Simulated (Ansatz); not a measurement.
SrMoO4 (I4₁/a, No. 88, 12 atoms in the cell; start mp-1179149) was calculated with r²SCAN-D4 (Ansatz, a program for electronic structure, plane waves, PAW).

Numerical settings: plane-wave cutoff 500 eV, 8×8×10 k mesh (along the axes of the cell as run), gaussian smearing 0.02 eV, no spin polarisation, scalar-relativistic PAW data made under PBE.

Cell (relaxed at this level):

```yaml
crystal:
  lattice:
    - [3.81449, -5.96762, -0.01973]
    - [3.81449, 5.96762, -0.01973]
    - [-3.79475, 0.00000, 3.83423]
  atoms:
    - { symbol: Sr, position: [0.12500, 0.87500, 0.25000] }
    - { symbol: Sr, position: [0.87500, 0.12500, 0.75000] }
    - { symbol: Mo, position: [0.62500, 0.37500, 0.25000] }
    - { symbol: Mo, position: [0.37500, 0.62500, 0.75000] }
    - { symbol: O, position: [0.15442, 0.56806, 0.84784] }
    - { symbol: O, position: [0.84558, 0.43194, 0.15216] }
    - { symbol: O, position: [0.43194, 0.84558, 0.65216] }
    - { symbol: O, position: [0.56806, 0.15442, 0.34784] }
    - { symbol: O, position: [0.22021, 0.30657, 0.37463] }
    - { symbol: O, position: [0.77979, 0.69343, 0.62537] }
    - { symbol: O, position: [0.69343, 0.77979, 0.12537] }
    - { symbol: O, position: [0.30657, 0.22021, 0.87463] }
```

Question: What does this level give for the band gap?

Answer: 
- band gap: 4.16 eV (on the SCF k mesh)

Note: the relaxation could not lower the start's symmetry, so the cell can be a saddle point above a distorted one.

Spin–orbit coupling is not included.

The computed numbers hold no vibrational or temperature effects.

Computing time: about 8 core-minutes (a rough figure).

A start named mp-… is a Materials Project structure, which need not be a measured phase.
